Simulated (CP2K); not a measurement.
# A self-consistent single point of SiO2 (P4_12_12, 12 atoms in the cell) with CP2K

Computed with PBE, GPW, DZVP-MOLOPT-SR-GTH basis, GTH-PBE potentials (GTH_POTENTIALS) run with CP2K.

This input was run:

```
&GLOBAL
  PROJECT run
  RUN_TYPE ENERGY_FORCE
  PRINT_LEVEL LOW
&END GLOBAL
&FORCE_EVAL
  METHOD Quickstep
  STRESS_TENSOR ANALYTICAL
  &DFT
    BASIS_SET_FILE_NAME BASIS_MOLOPT
    POTENTIAL_FILE_NAME GTH_POTENTIALS
    &QS
      METHOD GPW
      EPS_DEFAULT 1E-10
    &END QS
    &MGRID
      CUTOFF 450
      REL_CUTOFF 50
      NGRIDS 4
    &END MGRID
    &SCF
      SCF_GUESS ATOMIC
      EPS_SCF 1E-6
      MAX_SCF 100
      ADDED_MOS 11
      &DIAGONALIZATION
        ALGORITHM STANDARD
      &END DIAGONALIZATION
      &MIXING
        METHOD BROYDEN_MIXING
        ALPHA 0.2
        NBUFFER 10
      &END MIXING
      &SMEAR ON
        METHOD GAUSSIAN
        SIGMA [eV] 0.01
      &END SMEAR
    &END SCF
    &KPOINTS
      SCHEME MACDONALD 5 5 4 0.1 0.1 0
    &END KPOINTS
    &XC
      &XC_FUNCTIONAL PBE
      &END XC_FUNCTIONAL
    &END XC
    &PRINT
      &MO
        EIGENVALUES T
        OCCUPATION_NUMBERS T
        NDIGITS 8
        FILENAME mo
        &EACH
          QS_SCF 0
        &END EACH
        ADD_LAST NUMERIC
      &END MO
      &MULLIKEN OFF
      &END MULLIKEN
    &END PRINT
  &END DFT
  &SUBSYS
    &CELL
      ABC 5.11696700 5.11696700 7.10658500
      ALPHA_BETA_GAMMA 90.00000000 90.00000000 90.00000000
      PERIODIC XYZ
    &END CELL
    &COORD
      Si       3.57502016     3.57502016     3.55329250
      Si       4.10043034     1.01653666     5.32993875
      Si       1.54194684     1.54194684     0.00000000
      Si       1.01653666     4.10043034     1.77664625
      O        4.57236820     3.89600750     2.27488892
      O        3.77944300     2.01388470     4.05153517
      O        0.54459880     1.22095950     5.82818142
      O        1.33752400     3.10308230     0.49824267
      O        2.01388470     3.77944300     3.05504983
      O        1.22095950     0.54459880     1.27840358
      O        3.10308230     1.33752400     6.60834233
      O        3.89600750     4.57236820     4.83169608
    &END COORD
    &KIND Si
      BASIS_SET DZVP-MOLOPT-SR-GTH-q4
      POTENTIAL GTH-PBE-q4
    &END KIND
    &KIND O
      BASIS_SET DZVP-MOLOPT-SR-GTH-q6
      POTENTIAL GTH-PBE-q6
    &END KIND
  &END SUBSYS
  &PRINT
    &FORCES ON
    &END FORCES
    &STRESS_TENSOR ON
    &END STRESS_TENSOR
  &END PRINT
&END FORCE_EVAL
```

Output (repeated stretches shortened):

```
 GLOBAL| Method name                                                        CP2K
 GLOBAL| Project name                                                        run
 GLOBAL| Run type                                                   ENERGY_FORCE

 TOTAL NUMBERS AND MAXIMUM NUMBERS

  Total number of            - Atomic kinds:                                   2
                             - Atoms:                                         12
                             - Shell sets:                                    12
                             - Shells:                                        60
                             - Primitive Cartesian functions:                 56
                             - Cartesian basis functions:                    168
                             - Spherical basis functions:                    156

  Maximum angular momentum of- Orbital basis functions:                        2
                             - Local part of the GTH pseudopotential:          2
                             - Non-local part of the GTH pseudopotential:      2

 SCF PARAMETERS         Density guess:                                    ATOMIC
                        max_scf:                                             100
                        max_diis:                                              4
                        eps_scf:                                        1.00E-06
                        eps_diis:                                       1.00E-01
                        eps_eigval:                                     1.00E-05
                        level_shift [a.u.]:                             0.000000
                        added MOs                                        11    0
                        Mixing method:                            BROYDEN_MIXING
                                                charge density mixing in g-space
                        Smear method:                                   GAUSSIAN
                        Smearing width (sigma) [a.u.]:                  3.67E-04
                        Accuracy threshold:                             1.00E-10
                        No outer SCF

 Extrapolation method: initial_guess

 Number of electrons:                                                         64
 Number of occupied orbitals:                                                 32
 Number of molecular orbitals:                                                43

 Number of orbital functions:                                                156
 Number of independent orbital functions:                                    156

 SCF WAVEFUNCTION OPTIMIZATION

  Step     Update method      Time    Convergence         Total energy    Change
     1 NoMix/Diag. 0.20E+00      -     1.64491576      -144.5970616005 -1.45E+02
     2 Broy./Diag. 0.20E+00      -     0.14065623      -130.9771928744  1.36E+01
     3 Broy./Diag. 0.20E+00      -     0.15439401      -139.9095131392 -8.93E+00
     4 Broy./Diag. 0.20E+00      -     0.00911148      -145.4368443020 -5.53E+00
     5 Broy./Diag. 0.20E+00      -     0.01314812      -144.3438196303  1.09E+00
     6 Broy./Diag. 0.20E+00      -     0.00028302      -144.5814168042 -2.38E-01
     7 Broy./Diag. 0.20E+00      -     0.00084234      -144.6132368241 -3.18E-02
     8 Broy./Diag. 0.20E+00      -     0.00002286      -144.6181091224 -4.87E-03
     9 Broy./Diag. 0.20E+00      -     0.00004990      -144.6194173240 -1.31E-03
    10 Broy./Diag. 0.20E+00      -     0.00000466      -144.6195348642 -1.18E-04
    11 Broy./Diag. 0.20E+00      -     0.00000611      -144.6194996087  3.53E-05
    12 Broy./Diag. 0.20E+00      -     0.00000020      -144.6195822364 -8.26E-05

  *** SCF run converged in    12 steps ***

  Electronic density on regular grids:        -63.9999999999        0.0000000001
  Core density on regular grids:               63.9999999960       -0.0000000040
  Total charge density on r-space grids:       -0.0000000040
  Total charge density g-space grids:          -0.0000000040

  Overlap energy of the core charge distribution:               0.00000006852612
  Self energy of the core charge distribution:               -373.24162634455507
  Core Hamiltonian energy:                                    105.07691936473947
  Hartree energy:                                             157.07553098879285
  Exchange-correlation energy:                                -33.53040631389653
  Smearing free energy correction:                              0.00000000000000
  Fermi energy:                                                 0.11768498652315

  Total energy:                                              -144.61958223639317
  Total energy (extrapolated to sigma->0):                   -144.61958223639317

 ENERGY| Total FORCE_EVAL ( QS ) energy [hartree]           -144.619589243186624

 FORCES| Atomic forces [hartree/bohr]
 FORCES|   Atom     x               y               z               |f|
 FORCES|      1  2.40051822E-03  2.40050675E-03  5.03224491E-09   3.39483731E-03
 FORCES|      2 -2.40047389E-03  2.40048960E-03  5.04556510E-09   3.39479383E-03
 FORCES|      3 -2.40052010E-03 -2.40050630E-03  9.15881330E-09   3.39483833E-03
 FORCES|      4  2.40047392E-03 -2.40048995E-03  8.66630207E-09   3.39479411E-03
 FORCES|      5  2.92364926E-03  1.50408439E-03  5.90178751E-03   6.75581902E-03
 FORCES|      6 -1.50410521E-03  2.92356492E-03  5.90273768E-03   6.75661724E-03
 FORCES|      7 -2.92364967E-03 -1.50408199E-03  5.90178512E-03   6.75581658E-03
 FORCES|      8  1.50410457E-03 -2.92356430E-03  5.90273650E-03   6.75661579E-03
 FORCES|      9  2.92356367E-03 -1.50410875E-03 -5.90274605E-03   6.75662479E-03
 FORCES|     10 -1.50407954E-03 -2.92364618E-03 -5.90179310E-03   6.75582149E-03
 FORCES|     11 -2.92356116E-03  1.50410619E-03 -5.90274350E-03   6.75662091E-03
 FORCES|     12  1.50407987E-03  2.92364560E-03 -5.90179198E-03   6.75582034E-03
 FORCES| Sum    -6.47131515E-11 -2.08571840E-11  8.40669409E-11
 FORCES| Total atomic force                                       1.08120602E-10

 STRESS| Analytical stress tensor [bar]
 STRESS|                        x                   y                   z
 STRESS|      x       -6.42089422518E+04  -3.31429876691E-02  -1.38721584742E-04
 STRESS|      y       -3.31429876691E-02  -6.42089416042E+04   2.41840716873E-03
 STRESS|      z       -1.38721584742E-04   2.41840716873E-03  -5.80622635524E+04
 STRESS| 1/3 Trace                                            -6.21600491362E+04
```

The run converged in 12 iterations.

The starting cell comes from a database of computed structures (which also holds hypothetical and non-ambient phases and stackings), without a prior relaxation at this level. Its lattice was rescaled by a random factor within 2.5 % of one. Values carry the incompleteness of an atom-centred basis. With a pressure of about -6 GPa the cell is away from its equilibrium volume at this level.

Cost on one core of a shared machine: roughly 30 s.
